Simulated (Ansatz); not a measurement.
Partial pair distribution functions of a relaxed model of amorphous Zr20O41Ag2, broadened by 0.06 Å; density 5.46 g/cm³. Level of theory: PBE, scalar-relativistic without spin-orbit coupling (plane waves to 420 eV, PAW; Ansatz, a quantum-chemistry and plane-wave program).

Preparation: random packing, a CHGNet melt and quench, and a DFT relaxation. O atoms were pushed apart under 1.9 Å during the dynamics, to hinder bonds among them. The hot cell started wider than the set density and was brought back towards it in steps. It is the lowest in DFT energy of 2 quenches. It is a model cell: composition and starting density were chosen by hand, and all elements were melted together. No dispersion term was used. Its density started from a set value of 5.46 and ended at 5.46 g/cm³. Cooling (nominally 380 K/ps over its main leg) ran many orders faster than in experiment, which tends to leave more defects and strain. One small periodic cell is one sample of the glass; other quenches scatter about these values. The volume was held where the preparation left it and the shape relaxed, at a PBE pressure of -1.6 GPa (tension). Stress components on the final sampling reach 1.9 GPa. On a 2×2×2 Γ-centred mesh force components of up to 0.13 eV/Å stay, since the relaxation ran on the zone centre alone. Cycles of charging lowered its energy after that relaxation.

```json
[
 {"r (Å)": "1.70", "g Zr-O": "0.00", "g O-Ag": "0.00", "g Zr-Zr": "0.00", "g O-O": "0.00"},
 {"r (Å)": "1.80", "g Zr-O": "0.10", "g O-Ag": "0.00", "g Zr-Zr": "0.00", "g O-O": "0.00"},
 {"r (Å)": "1.90", "g Zr-O": "0.37", "g O-Ag": "0.00", "g Zr-Zr": "0.00", "g O-O": "0.00"},
 {"r (Å)": "2.00", "g Zr-O": "3.44", "g O-Ag": "0.05", "g Zr-Zr": "0.00", "g O-O": "0.00"},
 {"r (Å)": "2.10", "g Zr-O": "7.94", "g O-Ag": "0.81", "g Zr-Zr": "0.00", "g O-O": "0.00"},
 {"r (Å)": "2.20", "g Zr-O": "5.95", "g O-Ag": "1.58", "g Zr-Zr": "0.00", "g O-O": "0.00"},
 {"r (Å)": "2.30", "g Zr-O": "2.40", "g O-Ag": "2.77", "g Zr-Zr": "0.00", "g O-O": "0.02"},
 {"r (Å)": "2.40", "g Zr-O": "1.21", "g O-Ag": "3.08", "g Zr-Zr": "0.00", "g O-O": "0.40"},
 {"r (Å)": "2.50", "g Zr-O": "0.45", "g O-Ag": "1.21", "g Zr-Zr": "0.00", "g O-O": "1.16"},
 {"r (Å)": "2.60", "g Zr-O": "0.12", "g O-Ag": "0.60", "g Zr-Zr": "0.00", "g O-O": "2.20"},
 {"r (Å)": "2.70", "g Zr-O": "0.01", "g O-Ag": "0.30", "g Zr-Zr": "0.00", "g O-O": "2.32"},
 {"r (Å)": "2.80", "g Zr-O": "0.04", "g O-Ag": "0.85", "g Zr-Zr": "0.00", "g O-O": "2.47"},
 {"r (Å)": "2.90", "g Zr-O": "0.21", "g O-Ag": "1.26", "g Zr-Zr": "0.00", "g O-O": "2.84"},
 {"r (Å)": "3.00", "g Zr-O": "0.18", "g O-Ag": "1.20", "g Zr-Zr": "0.01", "g O-O": "2.05"},
 {"r (Å)": "3.10", "g Zr-O": "0.10", "g O-Ag": "0.90", "g Zr-Zr": "0.31", "g O-O": "1.13"},
 {"r (Å)": "3.20", "g Zr-O": "0.17", "g O-Ag": "1.07", "g Zr-Zr": "1.41", "g O-O": "1.16"},
 {"r (Å)": "3.30", "g Zr-O": "0.44", "g O-Ag": "0.88", "g Zr-Zr": "2.33", "g O-O": "0.99"},
 {"r (Å)": "3.40", "g Zr-O": "0.42", "g O-Ag": "0.91", "g Zr-Zr": "3.92", "g O-O": "0.74"},
 {"r (Å)": "3.50", "g Zr-O": "0.37", "g O-Ag": "0.59", "g Zr-Zr": "3.21", "g O-O": "0.75"},
 {"r (Å)": "3.60", "g Zr-O": "0.74", "g O-Ag": "0.69", "g Zr-Zr": "2.26", "g O-O": "0.79"},
 {"r (Å)": "3.70", "g Zr-O": "0.89", "g O-Ag": "0.60", "g Zr-Zr": "1.84", "g O-O": "0.81"},
 {"r (Å)": "3.80", "g Zr-O": "0.84", "g O-Ag": "1.27", "g Zr-Zr": "2.05", "g O-O": "0.69"},
 {"r (Å)": "3.90", "g Zr-O": "1.03", "g O-Ag": "1.17", "g Zr-Zr": "2.03", "g O-O": "0.66"},
 {"r (Å)": "4.00", "g Zr-O": "1.07", "g O-Ag": "0.73", "g Zr-Zr": "1.57", "g O-O": "0.98"},
 {"r (Å)": "4.10", "g Zr-O": "1.07", "g O-Ag": "0.85", "g Zr-Zr": "1.15", "g O-O": "1.12"},
 {"r (Å)": "4.20", "g Zr-O": "1.08", "g O-Ag": "1.30", "g Zr-Zr": "0.84", "g O-O": "1.04"},
 {"r (Å)": "4.30", "g Zr-O": "1.38", "g O-Ag": "0.94", "g Zr-Zr": "0.33", "g O-O": "0.82"},
 {"r (Å)": "4.40", "g Zr-O": "1.34", "g O-Ag": "1.10", "g Zr-Zr": "0.31", "g O-O": "0.69"},
 {"r (Å)": "4.50", "g Zr-O": "1.33", "g O-Ag": "1.63", "g Zr-Zr": "0.33", "g O-O": "0.62"}
]
```

Within 2.66 Å each Zr has 6.45 O neighbours on average.
